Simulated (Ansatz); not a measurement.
# Several settings converged on In (I4/mmm, 1 atom in the cell)

```
CELL_PARAMETERS angstrom
     -1.62987     1.62987     2.48243
      1.62987    -1.62987     2.48243
      1.62987     1.62987    -2.48243
ATOMIC_POSITIONS crystal
  In 0.00000 0.00000 0.00000
```

Base method: PBE, PAW files (plane waves; Ansatz, a program for electronic structure).

Base settings: basis.ecutwfc = 420 eV; kpoints.mp_grid.grid = 14 14 14; hamiltonian.xc = pbe; hamiltonian.pseudopotentials = {kind: paw} (the program's default PAW files); scf.occupations.method = fermi_dirac; scf.occupations.width = 0.1 eV.

The count of work is k-points × plane waves × bands × iterations; it is no time. 

**The cutoff for other potential files**

Level: DFT, PBE, plane waves, harder PAW files (source: ansatz).

In this ladder: hamiltonian.pseudopotentials = {kind: paw, source: ansatz}.

The second cell is the first with its lattice scaled by 0.98.

The mesh stays at the base's, so the ladder's end is converged at best in this setting alone.

The first pressure column holds Ansatz's estimate of the finite-basis (Pulay) stress, which hides part of the cutoff error; the other is without it.

Only quantities that move along the ladder and can be compared are tabulated.

| basis.ecutwfc | free energy less the last step's (meV/atom) | energy of the compressed cell less the first (meV/atom) | pressure (GPa) | pressure without the Pulay estimate (GPa) | count of work / last |
|---|---|---|---|---|---|
| 320 eV | 15717.12 | 43.03 | 2.38 | -458.55 | 0.12 |
| 390 eV | 3122.91 | 29.66 | 1.16 | -116.15 | 0.14 |
| 495 eV | 209.43 | 29.00 | 1.58 | -10.28 | 0.20 |
| 605 eV | 5.67 | 29.70 | 1.61 | 1.08 | 0.28 |
| 710 eV | 0.40 | 29.72 | 1.61 | 1.61 | 0.36 |
| 850 eV | 0.26 | 29.71 | 1.61 | 1.61 | 0.47 |
| 1065 eV | 0.10 | 29.71 | 1.61 | 1.61 | 0.64 |
| 1420 eV | 0.00 | 29.71 | 1.61 | 1.61 | 1.0 |

Coarsest basis.ecutwfc that holds the free energy within 1 meV/atom of the last step, with all finer ones: 710 eV, at 0.36 of the last step's count of work; the step before is off by 5.7 meV/atom.

Coarsest basis.ecutwfc that holds the pressure within 0.05 GPa of the last step, with all finer ones: 495 eV, at 0.20 of the last step's count of work; the step before is off by 0.46 GPa.

Coarsest basis.ecutwfc that holds the pressure without the Pulay estimate within 1 GPa of the last step, with all finer ones: 605 eV, at 0.28 of the last step's count of work; the step before is off by 12 GPa.

The energy difference between the two cells stays within 1 meV/atom of the last step's from 390 eV on, the total only from 710 eV on: much of the error is common to both cells and cancels.

At the lowest cutoff the pressure without the Pulay estimate lies 460 GPa under the last step's, the usual sign of Pulay stress in an incomplete plane-wave basis.

**The cutoff for other potential files**

Level: DFT, PBE, plane waves, norm-conserving files (source: ansatz).

In this ladder: hamiltonian.pseudopotentials = {kind: nc, source: ansatz}.

The second cell is the first with its lattice scaled by 0.98.

The mesh stays at the base's, so the ladder's end is converged at best in this setting alone.

The first pressure column holds Ansatz's estimate of the finite-basis (Pulay) stress, which hides part of the cutoff error; the other is without it.

Only quantities that move along the ladder and can be compared are tabulated.

```tsv
basis.ecutwfc	free energy less the last step's (meV/atom)	energy of the compressed cell less the first (meV/atom)	pressure (GPa)	pressure without the Pulay estimate (GPa)	count of work / last
430 eV	25436.09	7.45	1.63	-516.08	0.13
525 eV	7508.43	22.86	0.37	-223.35	0.14
665 eV	764.98	30.65	1.54	-37.42	0.20
810 eV	27.14	29.60	1.59	-0.93	0.28
950 eV	0.91	29.50	1.59	1.58	0.36
1145 eV	0.46	29.49	1.59	1.58	0.46
1430 eV	0.19	29.49	1.59	1.58	0.65
1905 eV	0.00	29.49	1.59	1.59	1.0
```

Coarsest basis.ecutwfc that holds the energy of the compressed cell less the first within 0.5 meV/atom of the last step, with all finer ones: 810 eV, at 0.28 of the last step's count of work; the step before is off by 1.2 meV/atom.

Coarsest basis.ecutwfc that holds the free energy within 2 meV/atom of the last step, with all finer ones: 950 eV, at 0.36 of the last step's count of work; the step before is off by 27 meV/atom.

Coarsest basis.ecutwfc that holds the pressure without the Pulay estimate within 1 GPa of the last step, with all finer ones: 950 eV, at 0.36 of the last step's count of work; the step before is off by 2.5 GPa.

The energy difference between the two cells stays within 1 meV/atom of the last step's from 810 eV on, the total only from 950 eV on: much of the error is common to both cells and cancels.

At the lowest cutoff the pressure without the Pulay estimate lies 518 GPa under the last step's, the usual sign of Pulay stress in an incomplete plane-wave basis.

**The relaxed cell against the cutoff**

In this ladder: relax = cell and atoms.

The mesh stays at the base's, so the ladder's end is converged at best in this setting alone.

Only quantities that move along the ladder and can be compared are tabulated.

```tsv
basis.ecutwfc	relaxed volume (Å³/atom)	relaxation steps
210 eV	28.065	117
250 eV	27.198	36
295 eV	27.500	13
355 eV	27.462	6
420 eV	27.454	4
505 eV	27.452	4
630 eV	27.453	4
840 eV	27.453	4
```

Coarsest basis.ecutwfc that holds the relaxed volume within 0.055 Å³/atom of the last step, with all finer ones: 295 eV; the step before is off by 0.26 Å³/atom.

At the lowest cutoff the cell relaxes to a volume 2.2 % larger than at the highest. Ansatz relaxes on a stress corrected for the finite basis.

On the base run: the starting cell has typed, rounded lattice constants, without a prior relaxation at this level. Its lattice was rescaled by up to half a per cent.

Keys are those of Ansatz 0.2.
